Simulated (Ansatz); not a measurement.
Output of an Ansatz run (abridged):

```
WARN the atoms were moved onto the symmetric positions of the space group found under crystal.symmetry.tolerance 1.0e-5 (fractional …
WARN ansatz: RAYON_NUM_THREADS=1 ignored (pool sized by the plan → 1); use --threads N
Pseudopotentials: kind: paw
Pseudopotential: Sr, paw, valence charge 10
Pseudopotential: Al, paw, valence charge 3
Crystal: 6 atoms, lattice volume = 148.303 Å³
Basis set: ecut = 420 eV, 2875 PW (Γ), exchange–correlation on 90×90×90 points (8 copies of the dense FFT grid, shifted against one another)
Bands: 22, of which v1, the nominal top of the filled ones, is band 16 counted from 1 (15 counted from 0)
Symmetry: 4 space group operations
Space group: Imm2 (ITA 44), of the structure as read, at distance tolerance 5.3e-5 Å
k-points: 95 of 512 (time reversal used)
PAW frozen core: Sr, regenerated for the run's functional, and the local potential with it
PAW frozen core: Al, regenerated for the run's functional, and the local potential with it
Initial density: superposition of atomic densities (neutral atoms: chi_scale 0, normalization atom), corrected by the library's trained network
Initial wavefunctions: pseudopotential atomic-orbital guess
Eigensolver: davidson
Functional: x = pbesol(κ = 0.804, μ = 0.12345679012345678), c = pbesol(β = 0.046)
SCF iter   1: F=—  HF=-9084.207085 eV  |F-HF|=—  |Δ(HF+E_count)|=         —  Δρ=2.00e-3  dr2=1.04e-2  ethr=1.77e-3  ⟨swp⟩=10.3  Hψ=15170  notcnv=0
all-band conjugate gradients solve this SCF's bands
preconditioner: auto → Kerker (q_TF=auto, 2.113 Å⁻¹)
SCF iter   2: F=—  HF=-9084.203917 eV  |F-HF|=—  |Δ(HF+E_count)|=   3.17e-3  Δρ=1.13e-3  dr2=4.52e-3  ethr=3.24e-5  ⟨swp⟩=2.0  Hψ=3753  notcnv=0  defer=2
SCF iter   3: F=—  HF=-9084.202817 eV  |F-HF|=—  |Δ(HF+E_count)|=   1.10e-3  Δρ=2.27e-4  dr2=8.75e-5  ethr=1.41e-5  ⟨swp⟩=2.0  Hψ=2644  notcnv=0  defer=2
SCF iter   4: F=—  HF=-9084.202740 eV  |F-HF|=—  |Δ(HF+E_count)|=   7.76e-5  Δρ=9.55e-5  dr2=1.73e-5  ethr=2.73e-7  ⟨swp⟩=2.5  Hψ=3364  notcnv=0  defer=2
SCF iter   5: F=—  HF=-9084.202737 eV  |F-HF|=—  |Δ(HF+E_count)|=   2.98e-6  Δρ=1.64e-5  dr2=5.35e-7  ethr=5.40e-8  ⟨swp⟩=2.4  Hψ=3260  notcnv=0  defer=2
SCF iter   6: F=-9084.202737 eV  HF=-9084.202737 eV  |F-HF|=5.34e-9  |Δ(HF+E_count)|=   3.00e-8  Δρ=5.06e-6  dr2=3.12e-8  ethr=3.13e-10  ⟨swp⟩=10.2  Hψ=11527  notcnv=0
SCF 1 converged in 6 iterations: F = -9084.202737 eV  dr2 = 3.12e-8
SCF converged after 6 iterations
Free energy (F): -9084.202737 eV
Harris-Foulkes:  -9084.202737 eV  (|F-HF|=5.34e-9)
Internal energy: -9084.193646 eV  (E = F + TS)
E sigma→0 (E₀):  -9084.198192 eV
Entropy (-TS):   -0.009090 eV (-1.515 meV/atom)
Fermi energy:    7.186562 eV
--- Per-component energies (eV) ---
  E_band       = -174.461078
  E_kinetic    = 577.249525
  E_local      = -1403.044499  (includes V_loc(G=0)·N_el)
  E_nonlocal   = 448.873459
  E_hartree    = 367.990113
  E_xc         = -497.812183
  E_vxc        = -435.714820  (∫ρ·V_xc dr)
  E_paw        = -7108.081203  (= ΣΔE_a)
  E_vpaw       = -97.803311  (= ΣTr[D̂ρ^β])
  E_aug_tail   = -0.000012  (compensation charges beyond the density's cutoff)
  E_ewald      = -1469.714097
  E_core_change = 0.345251  (= ΣΔE_core)
  E_smearing   = -0.009090  (= −TS)
  E_closure    = 0.000000  (closes the sum)
  Σ components = -9084.202737   (vs F -9084.202737, Δ=0.00e0)
--- Forces (eV/Å), atoms counted from 1 ---
  atom   1  Sr    -0.00000000     0.00000000    -0.17325555
  atom   2  Sr     0.00000000     0.00000000     0.01887135
  atom   3  Al     0.00000000    -0.04384539     0.02510691
  atom   4  Al    -0.00000000     0.01056253     0.05208719
  atom   5  Al     0.00000000     0.04384539     0.02510691
  atom   6  Al     0.00000000    -0.01056253     0.05208719
  max |Σ_I F_I| component: 4.01e-6 eV/Å
--- Stress (GPa, compression-positive) ---
       -0.748045       0.000000      -0.000000
        0.000000      -0.744009       0.000000
       -0.000000       0.000000      -0.723028
  P = ⅓ Tr σ = -0.7384 GPa (-7.384 kbar)
  The stress holds the Pulay correction. Without it, at fixed plane waves, as pw.x and ABINIT print it: P = -0.7657 GPa
--- Band table (eV; the first three rows and the last of 95) ---
  k-point 0: bands = ["-28.2134", "-28.1742", "-10.4461", "-10.3707", "-10.3008", "-10.2866", "-10.2400", "-10.1930", "-1.0062", "2.1140", "3.5037", "4.6095", "4.7563", "5.5545", "5.6778", "6.4474", "7.3481", "8.2236", "8.3366", "8.7134", "8.8290", "9.1296"]
  k-point 1: bands = ["-28.2124", "-28.1748", "-10.4437", "-10.3652", "-10.3269", "-10.2700", "-10.2479", "-10.1993", "-0.8563", "2.1614", "3.1547", "4.4073", "4.9156", "5.4112", "5.8061", "6.2624", "7.8350", "8.0423", "8.2942", "8.6892", "9.1631", "9.3496"]
  k-point 2: bands = ["-28.2100", "-28.1764", "-10.4381", "-10.3708", "-10.3395", "-10.2689", "-10.2571", "-10.2158", "-0.4305", "2.3183", "2.4851", "3.8757", "5.2108", "5.2700", "5.8695", "6.0170", "7.5540", "7.8019", "8.6340", "9.4976", "10.0023", "10.0442"]…
  k-point 94: bands = ["-28.2073", "-28.1800", "-10.4788", "-10.4251", "-10.3304", "-10.2731", "-10.2138", "-10.1574", "0.5353", "1.0850", "1.7288", "3.7859", "5.3724", "6.0616", "7.7512", "7.8926", "7.9458", "8.0959", "8.5541", "8.8059", "8.9272", "9.0041"]
```

The structure:

```
CELL_PARAMETERS angstrom
     -2.39199     3.94112     3.93289
      2.39199    -3.94112     3.93289
      2.39199     3.94112    -3.93289
ATOMIC_POSITIONS crystal
  Sr 0.30669 0.55669 0.75000
  Sr 0.69967 0.44967 0.25000
  Al 0.27083 0.83937 0.43146
  Al 0.72917 0.16063 0.56854
  Al 0.90791 0.83937 0.06854
  Al 0.09209 0.16063 0.93146
```

Problem. Write an input that gives this output.

Solution. Other spellings and defaults could give the same log, and not every line can be read from it. The input that was run (DFT, PBEsol, plane waves, default PAW files made with PBE):

Ansatz 0.2 input:
```yaml
crystal:
  lattice:
    - [-2.391985, 3.941125, 3.932892]
    - [2.391985, -3.941125, 3.932892]
    - [2.391985, 3.941125, -3.932892]
  atoms:
    - { symbol: Sr, position_ang: [2.391985, 1.970562, 0.445888] }
    - { symbol: Sr, position_ang: [0.000000, 1.970563, 3.537007] }
    - { symbol: Al, position_ang: [2.391985, -0.540249, 2.669411] }
    - { symbol: Al, position_ang: [-0.000000, 4.481374, 1.263481] }
    - { symbol: Al, position_ang: [-0.000000, 0.540249, 6.602303] }
    - { symbol: Al, position_ang: [2.391985, 3.400876, -2.669411] }
basis:
  ecutwfc: 420.0
kpoints:
  mp_grid:
    grid: [8, 8, 8]
hamiltonian:
  xc: pbesol
  pseudopotentials:
    kind: paw
scf:
  occupations:
    method: gaussian
    width: 0.1
output:
  forces: true
  eigenvalues: true
  stress: true
```

The starting cell comes from a database of computed structures (which also holds hypothetical and non-ambient phases and stackings), without a prior relaxation at this level. Its lattice was rescaled by up to half a per cent. One atom was moved a little off its site on purpose. Ansatz's pressure includes its estimate of the finite-basis (Pulay) stress.

Ansatz is a first-principles code.
